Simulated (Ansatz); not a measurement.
The parent structure is Fe in the bcc (W type) structure (space group Im-3m, No. 229; a = 2.832 Å; ferromagnetic; relaxed with 0.1 eV smearing).

Calculations: PBE (Ansatz, a program for electronic structure; PAW; 420 eV plane waves; no SOC), earlier PAW set.

Base values:

- Band gap = zero
- Pressure = 0.0 GPa
- Magnetic state = ferromagnetic

Modification: every lattice vector is shortened by 0.67 %; the atoms relax in the strained cell.

Q: Predict the new energy relative to the base.

A: The energy increases by 2.8 meV/atom.

Q: What happens to the band gap?

A: The band gap stays zero.

Q: How does this affect the pressure?

A: The pressure goes from zero to 4.1 GPa.

Q: Estimate the effect on the magnetic state.

A: The magnetic state is still ferromagnetic.

Other magnetic orders, which the real material may have, were not ruled out. No phonon test of stability was made.
